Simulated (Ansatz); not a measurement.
System: NaCaH3 (model structure, started from the KMgH3 type, Pm-3m, No. 221, 5 atoms in the cell). Method: PBE (Ansatz, a first-principles code, PAW).

Numerical settings: plane-wave cutoff 520 eV, 8×8×8 k mesh, Fermi–Dirac smearing 0.01 eV, scalar-relativistic PAW data made under PBE.

Cell (relaxed with PBEsol):

```cif
data_H3CaNa
_chemical_formula_sum 'Na1 Ca1 H3'
_space_group_name_H-M_alt 'Pm-3m'
_space_group_IT_number 221
_space_group_name_Hall '-P 4 2 3'
_cell_length_a 4.31433
_cell_length_b 4.31433
_cell_length_c 4.31433
_cell_angle_alpha 90.000
_cell_angle_beta 90.000
_cell_angle_gamma 90.000
loop_
_atom_site_label
_atom_site_type_symbol
_atom_site_symmetry_multiplicity
_atom_site_Wyckoff_symbol
_atom_site_fract_x
_atom_site_fract_y
_atom_site_fract_z
_atom_site_occupancy
Na1 Na 1 a 0.00000 0.00000 0.00000 1
Ca1 Ca 1 b 0.50000 0.50000 0.50000 1
H1 H 3 c 0.00000 0.50000 0.50000 1
```

**Question.** Give the computed band gap, smallest direct gap on the k points sampled and direct gap at Γ.

**Answer.** 
* **band gap**: 2.50 eV (indirect)
* **smallest direct gap on the k points sampled**: 2.90 eV
* **direct gap at Γ**: 7.37 eV

Note: the relaxation could raise the start's symmetry but not lower it, so the cell can be a saddle point; cell and atoms aren't relaxed at this level (pressure 0.8 GPa).

Computed values are for the static lattice.

Computing time: very roughly 8 core-seconds.

A model structure was made by putting elements into a prototype or built by hand; it is no filed structure, need not be a known phase, and can be a saddle point held by its symmetry.
